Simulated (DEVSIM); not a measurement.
System: Schottky contact on n-type GaN, at 300 K.

```
layer (left to right)  material  thickness (μm)  Nd (cm⁻³)  τn (s)  τp (s)
---------------------  --------  --------------  ---------  ------  ------
1                           GaN            5.60     3.8e16  4.3e-8  4.3e-8
```

Left contact: Schottky, work function 5.29 eV, emission velocity 6.6e6 cm/s. Right contact: ohmic. Voltage is applied to the left contact. Recombination: SRH at mid-gap, radiative. Mobility is constant in doping.

The device is made up for the run: typed textbook-type constants, with dimensions and the other settings drawn at random. Values at 300 K.

| parameter | GaN |
|---|---|
| gap (eV) | 3.43 |
| affinity (eV) | 4.1 |
| permittivity | 9.5 |
| Nc (cm⁻³) | 2.3e18 |
| Nv (cm⁻³) | 4.6e19 |
| μn (cm²/Vs) | 1200 |
| μp (cm²/Vs) | 100 |
| B (cm³/s) | 1e-11 |

Simulated with DEVSIM: 1D drift-diffusion, Boltzmann statistics, complete ionisation; no tunnelling, impact ionisation, image-force lowering or self-heating. Metal contacts follow the ideal Schottky-Mott rule: no Fermi-level pinning, no interface dipoles.

The doping Nd of layer 1 was swept, all else fixed.

```tsv
doping Nd of layer 1 (cm^-3)	dark forward voltage at 1 A/cm² (V)	dark forward voltage at 100 A/cm² (V)	potential step across the device at zero bias (V)	largest field in the device at zero bias (V/cm)
1.1e15	0.829	1.218	0.992	20000
3.8e15	0.819	1.021	1.024	38000
1.1e16	0.815	0.965	1.052	65000
3.8e16	0.812	0.941	1.084	120000
1.1e17	0.811	0.934	1.111	210000
3.8e17	0.811	0.931	1.143	400000
1.1e18	0.810	0.930	1.171	680000
```

From the first row to the last the dark forward voltage at 1 A/cm² goes from 0.829 to 0.810. From the first row to the last the dark forward voltage at 100 A/cm² goes from 1.218 to 0.930.
